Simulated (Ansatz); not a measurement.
The parent structure is TiC in the rock salt structure (space group Fm-3m, No. 225; a = 4.333 Å; relaxed with 0.1 eV smearing).

Calculations: PBE/PAW in Ansatz (an electronic-structure program), without spin-orbit coupling.

Before the change:

| Item | Result |
|---|---|
| Pressure | 0.0 GPa |
| Band gap | zero |

Perturbation: the cell is scaled by 1.0300 in all directions, atoms relaxed at fixed cell.

Estimate the effect on the energy relative to the base, pressure and band gap.

The energy rises by 59 meV/atom; the pressure goes from zero to -18.6 GPa; the band gap remains zero.

The cells carry an imposed strain or load. Stability against distortions was not tested. All final runs are without spin polarisation.
